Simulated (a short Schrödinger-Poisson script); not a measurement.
System: symmetric double-gate stack, HfO2 on p-type Si(111), at 77 K.

| layer | material | thickness (nm) | Na (cm⁻³) |
|---|---|---|---|
| 1 | HfO2 | 8.4 | - |
| 2 | Si | 6 | 1e18 |
| 3 | HfO2 | 8.4 | - |

The device is made up for the run: typed textbook-type constants, with dimensions and the other settings drawn at random. HfO2: permittivity 22, conduction-band edge (eV) 1.55, gap (eV) 5.7, electron mass (mₑ) 0.2. Si: permittivity 11.7, conduction-band edge (eV) 0, gap (eV) 1.124, Nv at 300 K (cm⁻³) 3.1e19.

Channel valleys (confinement mass, in-plane density-of-states mass, number): Δ6 0.258, 0.358, 6. At the gates, both at one voltage, the conduction-band edge of layer 1 lies 1.77 eV − eVg above the Fermi level of the channel. Gaps are held at their typed values at every temperature. Mesh 0.03 nm at interfaces.

From a short Schrödinger-Poisson script (our own, NumPy): 1D Poisson equation in equilibrium, electrons quantum, Hartree (BenDaniel-Duke, 12 states a valley, the channel's in-plane mass for all, wave functions ending at the dielectric), parabolic valleys, classical holes, full ionisation, no traps, pinning or gate leakage.

The same stack at other levels of the model or other numerical settings:

| run | sheet density of all electrons at Vg = 0.9 V (cm⁻²) | sheet density of all electrons at Vg = 0.3 V (cm⁻²) | capacitance of both gates at Vg = 0.9 V (μF/cm²) | rough cost against the base |
|---|---|---|---|---|
| base | 1.27e13 | 5.80e11 | 3.38 | about 1 |
| electrons treated as classical, Boltzmann | 1.79e13 | ___ | 4.53 | 0.04 |
| electrons treated as classical, Fermi-Dirac | ___ | ___ | 4.08 | 0.2 |
| mesh six times as coarse | 1.27e13 | 5.80e11 | 3.38 | 0.3 |
| one subband a valley | 1.27e13 | 5.80e11 | 3.38 | 0.6 |

**Question.** What belongs in the gaps?

**Answer.** 
- electrons treated as classical, Fermi-Dirac, sheet density of all electrons at Vg = 0.3 V (cm⁻²): 1.42e12
- electrons treated as classical, Fermi-Dirac, sheet density of all electrons at Vg = 0.9 V (cm⁻²): 1.63e13
- electrons treated as classical, Boltzmann, sheet density of all electrons at Vg = 0.3 V (cm⁻²): 1.49e12

The classical rows ignore confinement, and Boltzmann statistics overrate the density once the band edge passes the Fermi level.
